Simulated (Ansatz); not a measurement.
CdS (P6_3mc) under hydrostatic pressure (compression positive): electron conductivity mass by PBE with spin-orbit coupling, rigid bands (plane waves, PAW; Ansatz, a first-principles code). The unloaded cell, whose axes the loads refer to:

```cif
data_Cd2S2
_chemical_formula_sum 'Cd2 S2'
_space_group_name_H-M_alt 'P63mc'
_space_group_IT_number 186
_space_group_name_Hall 'P 6c -2c'
_cell_length_a 4.12381
_cell_length_b 4.12381
_cell_length_c 6.71000
_cell_angle_alpha 90.000
_cell_angle_beta 90.000
_cell_angle_gamma 120.000
loop_
_atom_site_label
_atom_site_type_symbol
_atom_site_symmetry_multiplicity
_atom_site_Wyckoff_symbol
_atom_site_fract_x
_atom_site_fract_y
_atom_site_fract_z
_atom_site_occupancy
Cd1 Cd 2 b 0.66667 0.33333 0.49925 1
S1 S 2 b 0.33333 0.66667 0.37575 1
```

| hydrostatic pressure (compression positive) (GPa) | volume per atom (Å³) | electron conductivity mass (mₑ) |
|---|---|---|
| -2.4 | 25.80 | 0.139 |
| -1.6 | 25.40 | 0.142 |
| -0.8 | 25.04 | 0.144 |
| 0 | 24.71 | 0.146 |
| 0.8 | 24.39 | ? |
| 1.6 | 24.10 | 0.149 |
| 3.2 | 23.57 | 0.152 |
| 4.8 | 23.10 | 0.155 |

Problem. Fit a straight line to ln(electron conductivity mass) against the load over the rows given, and predict the row at 0.8 GPa.

Solution. The means are x̄ = 0.686 GPa and ȳ = -1.9199; Σ(x − x̄)(y − ȳ) = 0.6016 and Σ(x − x̄)² = 41.51, so the slope is 1.45 % per GPa, and the rows given lie within 0.87 % of the line. At 0.8 GPa the line gives 0.147 mₑ; the calculation gives 0.148 mₑ, 0.77 % from it.

Masses are for dilute carriers at 300 K, harmonic means over directions unless an axis is named. Stresses and pressures are the targets of the relaxation. The structure type is held at every load. Geometry: cell and atoms relaxed with PBEsol.
